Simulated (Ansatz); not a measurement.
Consider BP in the zinc blende structure (space group F-43m, No. 216; a = 4.520 Å).

Levels (all Ansatz, an electronic-structure program, PAW): PBEsol (420 eV, spin-orbit coupling left out); HSE06+SOC (420 eV, spin-orbit coupling included).

The geometry is relaxed with PBEsol.

| Quantity | Result |
|---|---|
| PBEsol valence-band top at Γ | 0.00, 0.00, 0.00 eV |
| PBEsol band gap | 1.11 eV |

Task: How does going to HSE06+SOC change the valence-band top at Γ and band gap?

Result: The valence-band top at Γ (three highest Kramers pairs, from the VBM) changes from 0.00, 0.00, 0.00 eV to 0.00, 0.00, -0.05 eV; the band gap rises by 0.82 eV (1.11 eV → 1.93 eV). The threefold valence maximum splits by Δso ≈ 45 meV.

Single points use the geometry relaxed with PBEsol. HSE06 gaps are upper bounds (no full band path). Differences between runs with and without spin-orbit coupling are approximate. Stability against distortions was not tested.
